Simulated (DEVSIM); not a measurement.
Structure: illuminated Si p-on-n cell, one wavelength, at 300 K.

Layer 1 from the left is Si, thickness (μm) 0.0850, Na (cm⁻³) 6.5e17, τn (s) 4.6e-7, τp (s) 8.4e-7, absorption coefficient (cm⁻¹) 75000. Layer 2 from the left is Si, thickness (μm) 110, Nd (cm⁻³) 7.8e13, τn (s) 2.4e-5, τp (s) 2.4e-5, absorption coefficient (cm⁻¹) 75000.

Left contact: ohmic, minority electron recombination velocity 9e5 cm/s. Right contact: ohmic, minority hole recombination velocity 7e6 cm/s. Voltage is applied to the left contact. Recombination: SRH at mid-gap, radiative, Auger. Gap narrowing is on: ΔEg = 6.92 meV × (l + √(l² + 0.5)), l = ln(N/1.3e17 cm⁻³), shared equally by both band edges. Light enters at the left, 2.8e16 photons cm⁻² s⁻¹, one pass, no reflection. Mobility is constant in doping.

Constants are typed, rounded textbook-type inputs, not results; the design itself was drawn at random and stands for no fabricated device. Values at 300 K.

Si: gap (eV) 1.124, affinity (eV) 4.05, permittivity 11.7, Nc (cm⁻³) 2.86e19, Nv (cm⁻³) 3.1e19, μn (cm²/Vs) 1417, μp (cm²/Vs) 470, B (cm³/s) 4.7e-15, Cn (cm⁶/s) 2.8e-31, Cp (cm⁶/s) 9.9e-32.

Simulated with DEVSIM: 1D drift-diffusion, Boltzmann statistics, complete ionisation; no tunnelling, impact ionisation, image-force lowering or self-heating.

Dark forward current:

```
|V| (V)  |J| (A/cm²)
-------  -----------
0.05        4.789e-9
0.10        2.667e-8
0.15        1.492e-7
0.20        9.151e-7
0.25        5.966e-6
0.30        4.009e-5
0.35       0.0002713
0.40        0.001778
0.45         0.01012
0.50         0.04505
0.55          0.1572
0.60          0.4343
0.65          0.9661
0.70           1.811
0.75           2.996
0.80           4.531
0.85           6.411
0.90           8.626
0.95           11.16
1.00           13.98
1.05           17.06
1.10           20.38
1.15           23.89
1.20           27.55
1.25           31.33
1.30           35.19
```

Q: Work out the local ideality factor n = ΔV / (kT/q · ln(J2/J1)) between the rows 0.15 and 0.20 V, 0.30 and 0.35 V, 1.25 and 1.30 V.

A: kT/q = 25.85 mV. From 0.15 to 0.20 V: ln(9.151e-7/1.492e-7) = 1.814, n = 1.07, near the 1 of diffusion or emission over a barrier. From 0.30 to 0.35 V: ln(0.0002713/4.009e-5) = 1.912, n = 1.01, near the 1 of diffusion or emission over a barrier. From 1.25 to 1.30 V: ln(35.19/31.33) = 0.116, n = 16.65.

Q: What current could the absorbed light give at most, and what share is collected?

A: Σ αd = 826, so qΦ(1 − exp(−Σ αd)) = 4.49 mA/cm². The simulated short-circuit current is 4.247 mA/cm², a share of 0.95.

Q: Estimate the open-circuit voltage by superposition: the voltage at which the dark current equals that short-circuit current.

A: Interpolating ln J in the table gives 0.425 V. The simulation gives 0.423 V; the estimate lies 2 mV above. Superposition holds where collection doesn't change with voltage.

Q: Estimate the fill factor from FF0 = (v − ln(v + 0.72))/(v + 1), v = qVoc/(nkT), with n from the dark curve.

A: The rows about Voc, 0.40 and 0.45 V, give n = 1.11, so v = 14.7 and FF0 = 0.762. The simulation gives 0.770; the estimate lies 1.0 % below.
